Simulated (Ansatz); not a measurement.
Take Si in the diamond structure (space group Fd-3m, No. 227; a = 5.4441 Å) as the base. Axes: x, y, z lie along the cube axes.

Method: Ansatz (a program for electronic structure) r2SCAN, no spin-orbit coupling, earlier PAW set.

Base values:

| Property | Value |
|---|---|
| Shortest interatomic distance | 2.357 Å |
| Valence-band top at Γ | 0.00, 0.00, 0.00 eV |
| Smallest direct gap | 2.74 eV |

Now apply this change: biaxial strain −1.51 %, plane normal [001], relaxed out of plane (Cartesian); in-plane vectors clamped, the third vector and the atoms free.

Question: What does the calculation give for the shortest interatomic distance, valence-band top at Γ and smallest direct gap after the change?

Answer: The shortest interatomic distance drops by 0.015 Å (2.357 Å → 2.342 Å); the valence-band top at Γ (three highest levels, from the VBM) goes from 0.00, 0.00, 0.00 eV to 0.00, 0.00, -0.21 eV; the smallest direct gap decreases by 0.09 eV to 2.65 eV.

Whether these cells are dynamically stable was not tested.
